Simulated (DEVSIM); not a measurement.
System: abrupt GaAs n-p junction, at 250 K.

```csv
layer (left to right),material,thickness (μm),Nd (cm⁻³),Na (cm⁻³),τn (s),τp (s)
1,GaAs,1.50,1.5e17,-,3.9e-8,3.9e-8
2,GaAs,1.00,-,2.7e14,3.9e-8,3.9e-8
```

Left contact: ohmic. Right contact: ohmic. Voltage is applied to the left contact. Recombination: SRH at mid-gap. Mobility is μmin + (μ − μmin)/(1 + (N/Nref)^α).

The device is made up for the run: typed textbook-type constants, with dimensions and the other settings drawn at random. Values at 300 K; Nc and Nv go as T^1.5, mobilities as T to minus their exponent, the gap by Varshni's rule with the affinity fixed.

| parameter | GaAs |
|---|---|
| gap (eV) | 1.424 |
| affinity (eV) | 4.07 |
| permittivity | 12.9 |
| Nc (cm⁻³) | 4.7e17 |
| Nv (cm⁻³) | 9e18 |
| μn (cm²/Vs) | 8500 |
| μp (cm²/Vs) | 400 |
| μn,min | 500 |
| μp,min | 20 |
| Nref,n | 6e16 |
| Nref,p | 1.5e17 |
| αn | 0.39 |
| αp | 0.38 |
| T exponent of μn | 2.1 |
| T exponent of μp | 2.2 |
| Varshni α (eV/K) | 0.000541 |
| Varshni β (K) | 204 |

DEVSIM, 1D drift-diffusion, Boltzmann statistics, complete ionisation; no tunnelling, impact ionisation, image-force lowering or self-heating.

The doping Na of layer 2 was swept, all else fixed.

```json
[
 {"doping Na of layer 2 (cm^-3)": "8.1e12", "dark forward voltage at 1 A/cm² (V)": "[?]", "largest field in the device at zero bias (V/cm)": "20000", "dark forward voltage at 100 A/cm² (V)": "[?]", "potential step across the device at zero bias (V)": "1.133"},
 {"doping Na of layer 2 (cm^-3)": "2.7e13", "dark forward voltage at 1 A/cm² (V)": "0.876", "largest field in the device at zero bias (V/cm)": "20000", "dark forward voltage at 100 A/cm² (V)": "1.014", "potential step across the device at zero bias (V)": "1.159"},
 {"doping Na of layer 2 (cm^-3)": "8.1e13", "dark forward voltage at 1 A/cm² (V)": "0.903", "largest field in the device at zero bias (V/cm)": "21000", "dark forward voltage at 100 A/cm² (V)": "1.039", "potential step across the device at zero bias (V)": "1.183"},
 {"doping Na of layer 2 (cm^-3)": "2.7e14", "dark forward voltage at 1 A/cm² (V)": "0.940", "largest field in the device at zero bias (V/cm)": "21000", "dark forward voltage at 100 A/cm² (V)": "1.067", "potential step across the device at zero bias (V)": "1.209"},
 {"doping Na of layer 2 (cm^-3)": "8.1e14", "dark forward voltage at 1 A/cm² (V)": "0.981", "largest field in the device at zero bias (V/cm)": "23000", "dark forward voltage at 100 A/cm² (V)": "1.093", "potential step across the device at zero bias (V)": "1.233"},
 {"doping Na of layer 2 (cm^-3)": "2.7e15", "dark forward voltage at 1 A/cm² (V)": "1.017", "largest field in the device at zero bias (V/cm)": "32000", "dark forward voltage at 100 A/cm² (V)": "1.122", "potential step across the device at zero bias (V)": "1.259"},
 {"doping Na of layer 2 (cm^-3)": "8.1e15", "dark forward voltage at 1 A/cm² (V)": "1.047", "largest field in the device at zero bias (V/cm)": "52000", "dark forward voltage at 100 A/cm² (V)": "1.149", "potential step across the device at zero bias (V)": "1.282"}
]
```

Question: Fill in the missing entries.

Answer: 
- 8.1e12, dark forward voltage at 1 A/cm² (V): 0.849
- 8.1e12, dark forward voltage at 100 A/cm² (V): 0.987
